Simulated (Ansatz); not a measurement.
System: O vacancy in monoclinic ZrO2 (neutral cell). Method: PBE, PAW (plane waves to 420 eV; Ansatz, a program for electronic structure).

96-site cell at the relaxed PBE lattice, the Γ point alone, smearing 0.01 eV, spin-restricted, no finite-size correction. Energies are static. The charge state is imposed; whether it is stable for some Fermi level was not computed. Forms of the defect that were not tried may lie lower.

Barriers: single points on a 2×2×2 k-point mesh shifted by half a step at the bands' geometries (they differ from the bands' own by up to 0.15 eV, and are uncertain by about as much).

The step: a nearby O atom hops onto the vacant site; the atom moves 2.44 Å along (-0.08, 0.46, -0.04) of the unit cell; the moving atom starts with neighbours O at 2.55, 2 O at 2.70; Zr at 2.13, 2 Zr at 2.20, Zr at 2.38 Å and ends with O at 2.55, 2 O at 2.70; Zr at 2.13, 2 Zr at 2.20, Zr at 2.38 Å.

**Question.** What is the computed migration barrier of this step (PBE, PAW)?

**Answer.** 2.04 eV, the same both ways. At the saddle the moving atom has neighbours 2 Zr at 2.00 Å. The program found a first-order saddle point.
